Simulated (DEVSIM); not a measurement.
Device: Si p-n junction from an implanted or diffused profile, at 250 K.

| layer (left to right) | material | thickness (μm) | Nd (cm⁻³) | τn (s) | τp (s) |
|---|---|---|---|---|---|
| 1 | Si | 120 | 5.2e14 | 7.3e-7 | 7.3e-7 |

Added acceptor profile: 1.1e19 cm⁻³ × exp(−(x − 0 μm)²/(2·(0.23 μm)²)). Left contact: ohmic. Right contact: ohmic. Voltage is applied to the left contact. Recombination: SRH at mid-gap, radiative, Auger. Mobility is μmin + (μ − μmin)/(1 + (N/Nref)^α).

Constants are typed, rounded textbook-type inputs, not results; the design itself was drawn at random and stands for no fabricated device. Values at 300 K; Nc and Nv go as T^1.5, mobilities as T to minus their exponent, the gap by Varshni's rule with the affinity fixed.

```tsv
parameter	Si
gap (eV)	1.124
affinity (eV)	4.05
permittivity	11.7
Nc (cm⁻³)	2.86e19
Nv (cm⁻³)	3.1e19
μn (cm²/Vs)	1417
μp (cm²/Vs)	470
μn,min	52
μp,min	45
Nref,n	9.7e16
Nref,p	2.2e17
αn	0.68
αp	0.72
T exponent of μn	2.3
T exponent of μp	2.2
B (cm³/s)	4.7e-15
Cn (cm⁶/s)	2.8e-31
Cp (cm⁶/s)	9.9e-32
Varshni α (eV/K)	0.000473
Varshni β (K)	636
```

DEVSIM, 1D drift-diffusion, Boltzmann statistics, complete ionisation; no tunnelling, impact ionisation, image-force lowering or self-heating.

Tabulate band edges, carrier densities and field at 0.9 V on the left contact.

Energies count from the Fermi level of the right contact; mesh points crowd at the junctions.

| x (μm) | Ec (eV) | Ev (eV) | n (cm⁻³) | p (cm⁻³) | field (V/cm) |
|---|---|---|---|---|---|
| 0.000 | 0.220 | -0.916 | < 1e2 | 1.1e19 | ≈ 0 |
| 0.02868 | 0.220 | -0.917 | 3.1e12 | 1.1e19 | -120 |
| 0.07461 | 0.219 | -0.918 | 8.2e12 | 1.0e19 | -300 |
| 0.1555 | 0.215 | -0.921 | 1.9e13 | 8.8e18 | -630 |
| 0.3542 | 0.194 | -0.942 | 7.9e13 | 3.4e18 | -1400 |
| 0.5474 | 0.159 | -0.977 | 4.3e14 | 6.5e17 | -2200 |
| 0.7452 | 0.108 | -1.028 | 4.5e15 | 6.2e16 | -2600 |
| 1.012 | 0.080 | -1.056 | 1.7e16 | 1.7e16 | -93 |
| 1.276 | 0.080 | -1.056 | 1.7e16 | 1.6e16 | ≈ 0 |
| 1.957 | 0.080 | -1.056 | 1.7e16 | 1.6e16 | ≈ 0 |
| 3.537 | 0.081 | -1.055 | 1.6e16 | 1.6e16 | ≈ 0 |
| 9.851 | 0.083 | -1.053 | 1.5e16 | 1.4e16 | ≈ 0 |
| 23.28 | 0.089 | -1.047 | 1.2e16 | 1.1e16 | ≈ 0 |
| 56.66 | 0.109 | -1.027 | 6.4e15 | 5.9e15 | ≈ 0 |
| 99.25 | 0.155 | -0.981 | 2.5e15 | 2.0e15 | 17 |
| 111.6 | 0.183 | -0.953 | 1.5e15 | 9.7e14 | 31 |
| 116.6 | 0.203 | -0.933 | 1.0e15 | 4.9e14 | 51 |
| 118.6 | 0.215 | -0.921 | 7.6e14 | 2.4e14 | 75 |
| 119.6 | 0.224 | -0.912 | 6.0e14 | 8.5e13 | 110 |
| 119.8 | 0.227 | -0.909 | 5.5e14 | 3.4e13 | 130 |
| 120.0 | 0.229 | -0.908 | 5.3e14 | 1.2e13 | 130 |
| 120.0 | 0.229 | -0.907 | 5.2e14 | < 1e2 | 130 |
